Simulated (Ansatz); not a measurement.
Consider TiB$_{2}$ (space group P6/mmm, No. 191; a = 3.032 Å, c = 3.224 Å; relaxed with 0.1 eV smearing). Axes: x lies along a and z along c of the hexagonal cell.

Level of theory: plane-wave PAW DFT at the PBE level (Ansatz, an electronic-structure program, 420 eV), scalar-relativistic without spin-orbit coupling.

Before the change:

* **Pressure**: 0.0 GPa

It is then changed as follows: uniaxial strain ε_zz = −1.50 %, all other strain components held at zero; the atoms relax in the strained cell.

Q: What happens to the energy relative to the base and pressure?

A: The energy increases by 2.8 meV/atom; the pressure (mean of the normal stresses, compression positive) goes from zero to 3.4 GPa.

Whether these cells are dynamically stable was not tested. The final runs are not spin-polarised.
